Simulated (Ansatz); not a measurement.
Functionals compared on the (10-12) surface of hcp Tl in its 1x1 cell, outermost plane spacing 1.39 Å in the ideal cut (one of several cuts of this face), in Ansatz (plane waves, PAW). The structure was relaxed with PBE; the other rows are single points on it, each with its references at the same level. Cutoff 420 eV (500 eV for r2SCAN).

Set-up: 12 atoms, 11.9 Å thick at the start; mesh 11x5x1; 0.1 eV smearing; dipole correction on; all atoms relaxed; held to the start's symmetry, so lower structures may exist; no spin, no spin-orbit, no U. These notes are the PBE run's.

```
functional  surface energy (J/m²)  work function of the top face (eV)           rough cost of the single point
----------  ---------------------  ----------------------------------  ---------------------------------------
PBE                          0.32                                3.59                                        –
LDA                          0.49                                3.92                  roughly 60 core-seconds
PBEsol                       0.43                                3.68                  roughly 60 core-seconds
RPBE                         0.21                                3.44   about 60 core-seconds (a rough figure)
r2SCAN                       0.40                                3.61  about 110 core-seconds (a rough figure)
```

Ansatz is a first-principles code.
